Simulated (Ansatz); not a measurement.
The starting structures come from a database of crystals and need not be the phases stable at ambient conditions.

 Where the default PAW files enter, the runs use the earlier of Ansatz's two default sets.

Tunnelling through a barrier is set by its complex band structure: the current falls as exp(−2κd) with the smallest κ.

Consider the following.

```yaml
crystal:
  lattice:
    - [4.78757, 0.00000, 0.00000]
    - [0.00000, 5.21279, 0.00000]
    - [0.00000, 0.00000, 8.08600]
  atoms:
    - { symbol: Ge, position: [0.73778, 0.01305, 0.62478] }
    - { symbol: Ge, position: [0.76222, 0.98695, 0.12478] }
    - { symbol: Ge, position: [0.23778, 0.48695, 0.37522] }
    - { symbol: Ge, position: [0.26222, 0.51305, 0.87522] }
    - { symbol: F, position: [0.58789, 0.23588, 0.78995] }
    - { symbol: F, position: [0.91211, 0.76412, 0.28995] }
    - { symbol: F, position: [0.08789, 0.26412, 0.21005] }
    - { symbol: F, position: [0.41211, 0.73588, 0.71005] }
    - { symbol: F, position: [0.03011, 0.88890, 0.96701] }
    - { symbol: F, position: [0.46989, 0.11110, 0.46701] }
    - { symbol: F, position: [0.53011, 0.61110, 0.03299] }
    - { symbol: F, position: [0.96989, 0.38890, 0.53299] }
```

Space group of this cell: P2_12_12_1. The cell was relaxed by PBE-D3(BJ); by r2SCAN its mean pressure is -3.2 GPa.

Transport runs along the normal of the first two printed cell vectors.

No gap correction and no spin-orbit coupling; mid-gap values are interpolated between computed energies.

Estimate the band gap and the smallest decay constant κ at mid-gap that r2SCAN run with Ansatz (a program for electronic structure) returns for this system.

Gap 4.52 eV on a 6×6×4 mesh; κ = 0.596 1/Å, at (0.500, 0.000) of the in-plane reciprocal vectors. At the zone centre, at the nearest computed energy, the slowest state has κ = 0.64 1/Å.
